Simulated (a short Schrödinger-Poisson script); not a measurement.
**Gated In0.52Al0.48As/In0.53Ga0.47As modulation-doped gas in a quantum well**

Stack: gated In0.52Al0.48As/In0.53Ga0.47As modulation-doped gas in a quantum well, at 300 K.

| layer | material | thickness (nm) | Nd (cm⁻³) | Na (cm⁻³) |
|---|---|---|---|---|
| 1 | In0.52Al0.48As | 30 | - | - |
| 2 | In0.52Al0.48As | 30 | 6.8e17 | - |
| 3 | In0.52Al0.48As | 2 | - | - |
| 4 | In0.53Ga0.47As | 15 | - | - |
| 5 | In0.52Al0.48As | 4000 | - | 7e14 |

Constants are typed, rounded textbook-type inputs, not results; the design itself was drawn at random and stands for no fabricated device. In0.52Al0.48As: permittivity 12.5, conduction-band edge (eV) 0.52, gap (eV) 1.45, electron mass (mₑ) 0.075, Nv at 300 K (cm⁻³) 1.1e19. In0.53Ga0.47As: permittivity 13.9, conduction-band edge (eV) 0, gap (eV) 0.74, Nv at 300 K (cm⁻³) 7.7e18.

Channel valleys (confinement mass, in-plane density-of-states mass, number): Γ 0.041, 0.041, 1. At the gate the conduction-band edge of layer 1 lies 0.65 eV − eVg above the Fermi level of the channel; the field vanishes at the back. The barrier under the gate holds no holes. Gaps are held at their typed values at every temperature. Mesh 0.08 nm at interfaces.

Solved with a short Schrödinger-Poisson script written for these runs: 1D Poisson equation in equilibrium, electrons quantum, Hartree plus LDA exchange-correlation (BenDaniel-Duke, 40 states a valley, the channel's in-plane mass for all, wave functions free to enter the barrier), parabolic valleys, classical holes, full ionisation, no traps, pinning or gate leakage.

```
Vg (V)  electrons (cm⁻²)  in the channel layer  C (μF/cm²)  Γ E0 (meV)  Γ E1 (meV)
------  ----------------  --------------------  ----------  ----------  ----------
0.4              1.54e12               1.44e12       0.228       -72.0        12.9
-0.1             1.00e12               9.84e11       0.161       -48.5        33.5
-0.6             5.06e11               4.99e11       0.156       -16.5        63.9
-1.1             5.55e10               5.49e10       0.113        53.3       133.8
```

Gate voltages with under 1e6 electrons/cm² are left out.

Subbands count from the Fermi level.
